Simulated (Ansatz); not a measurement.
System: AlH3 (Fd-3m, No. 227; structure not from a measured cell). Method: HSE06 in Ansatz (plane waves, PAW).

Numerical settings: plane-wave cutoff 500 eV, 4×4×4 k mesh, gaussian smearing 0.02 eV, scalar-relativistic PAW data made under PBE.

Cell (relaxed with r²SCAN):

```cif
data_H12Al4
_chemical_formula_sum 'Al4 H12'
_space_group_name_H-M_alt 'P 1'
_space_group_IT_number 1
_cell_length_a 6.36580
_cell_length_b 6.36580
_cell_length_c 6.36580
_cell_angle_alpha 60.000
_cell_angle_beta 60.000
_cell_angle_gamma 60.000
loop_
_space_group_symop_operation_xyz
  'x, y, z'
loop_
_atom_site_label
_atom_site_type_symbol
_atom_site_fract_x
_atom_site_fract_y
_atom_site_fract_z
_atom_site_occupancy
Al1 Al 0.62500 0.12500 0.12500 1
Al2 Al 0.12500 0.12500 0.62500 1
Al3 Al 0.12500 0.62500 0.12500 1
Al4 Al 0.12500 0.12500 0.12500 1
H1 H 0.80585 0.80585 0.19415 1
H2 H 0.05585 0.05585 0.44415 1
H3 H 0.19415 0.19415 0.80585 1
H4 H 0.44415 0.44415 0.05585 1
H5 H 0.19415 0.80585 0.80585 1
H6 H 0.44415 0.05585 0.05585 1
H7 H 0.80585 0.19415 0.19415 1
H8 H 0.05585 0.44415 0.44415 1
H9 H 0.80585 0.19415 0.80585 1
H10 H 0.05585 0.44415 0.05585 1
H11 H 0.19415 0.80585 0.19415 1
H12 H 0.44415 0.05585 0.44415 1
```

**Question.** Predict the band gap.

**Answer.** 
- band gap = 4.32 eV (on the SCF k mesh)

Note: cell and atoms aren't relaxed at this level (largest force component 0.03 eV/Å).

Ansatz is an electronic-structure program.
